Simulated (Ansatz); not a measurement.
Consider BeS in the zinc blende structure (space group F-43m, No. 216; a = 4.869 Å). Axes: x, y, z lie along the cube axes.

Method: Ansatz (a quantum-chemistry and plane-wave program), r2SCAN, PAW, cutoff 500 eV, no spin-orbit coupling.

One thing is altered: uniaxial strain ε_zz = +3.00 %, all other strain components held at zero; the atoms relax in the strained cell.

### Question
Predict the stress tensor and what it implies for the stiffness.

### Answer
Stress of the strained cell less that of the base (GPa, compression positive):
```
  -1.71    0.00    0.00
   0.00   -1.71    0.00
   0.00    0.00   -4.78
```

Then −Δσ_ii/ε with ε = 0.0300 gives secant stiffness values (nonlinear terms included at this strain): C33 ≈ 159 GPa, C13 ≈ 57 GPa and C23 ≈ 57 GPa.

As a check, the harmonic strain energy −½ V₀ Δσ:ε is 6.5 meV/atom; the computed energy rise is 6.5 meV/atom.

Stability against distortions was not tested.
